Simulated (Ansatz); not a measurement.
System: Ti-vacancy pair (Ti on one host Mo site, one Mo site vacant) in bcc Mo (neutral cell). Level of theory: PBE, PAW (plane waves to 420 eV; Ansatz, a quantum-chemistry and plane-wave program).

36-site cell at the relaxed PBE lattice, a 2×2×3 k-point mesh shifted by half a step, smearing 0.10 eV, spin-restricted, no finite-size correction. Energies are static. Forms of the defect that were not tried may lie lower.

Barriers: single points on a 3×3×5 k-point mesh shifted by half a step at the bands' geometries (they differ from the bands' own by up to 0.15 eV, and are uncertain by about as much).

A. the Ti atom itself jumps into the vacancy (Ti-vacancy distance between ideal sites 2.74 Å throughout); the atom moves 2.58 Å along (0.47, 0.47, 0.47) of the unit cell; the moving atom starts with neighbours 2 Mo at 2.73, Mo at 2.75, 3 Mo at 2.76, Mo at 2.83, 2 Mo at 3.11, Mo at 3.12, 2 Mo at 3.18, Mo at 3.21 Å and ends with 2 Mo at 2.73, Mo at 2.75, 3 Mo at 2.76, Mo at 2.83, 2 Mo at 3.11, Mo at 3.12, 2 Mo at 3.18, Mo at 3.21 Å; saddle order not checked, on a symmetry element.
B. one Mo atom jumps into the vacancy from a nearby Mo site (Ti-vacancy distance between ideal sites 2.74 → 3.16 Å); the atom moves 2.72 Å along (0.50, 0.50, -0.49) of the unit cell; the moving atom starts with neighbours Mo at 2.72, 3 Mo at 2.73, Mo at 2.74, 2 Mo at 2.75, 2 Mo at 3.14, 2 Mo at 3.17; Ti at 3.12, Ti at 3.21 Å and ends with 2 Mo at 2.71, Mo at 2.72, 2 Mo at 2.73, Mo at 2.74, Mo at 3.12, 4 Mo at 3.16, Mo at 3.20; Ti at 2.75 Å; saddle order not checked, on a symmetry element.

A band can be held on a symmetry element, so unchecked saddle points there may be too high.

Problem. Rank these by forward barrier (lowest first), as PBE, PAW gives it.

Solution. A (0.91 eV), B (1.44 eV)
